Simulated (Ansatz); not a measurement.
Pressure series in hypothetical rock salt BP

The parent structure is BP in the rock salt structure (space group Fm-3m, No. 225; a = 4.321 Å; a hypothetical phase, not in the database extracts checked).

Cell and atoms are relaxed at each pressure.

Calculations: PBE (Ansatz, a first-principles code), without spin-orbit coupling.

```
pressure (GPa)  volume per atom (Å³/atom)
--------------  -------------------------
-2                                 10.208
-1                                 10.144
0                                  10.082
0.3                                10.063
0.7                                10.039
1.5                                 9.991
3                                       ?
5                                   9.794
7.5                                 9.664
```

Q: Fit the third-order Birch–Murnaghan form P(V) = (3B₀/2)[(V₀/V)^(7/3) − (V₀/V)^(5/3)]·[1 + (3/4)(B₀′ − 4)((V₀/V)^(2/3) − 1)] (squares taken in P) to the rows shown and predict the withheld row.

A: Least squares on the printed values gives V₀ = 10.082 Å³/atom, B₀ = 164 GPa, B₀′ = 3.7; this predicts 9.905 Å³/atom, and the run gives 9.904 Å³/atom, in agreement.

Load acts through the strain it causes; cell and atoms are relaxed under it. No phonon test of stability was made. Competing high-pressure phases were not computed. All final runs are without spin polarisation.
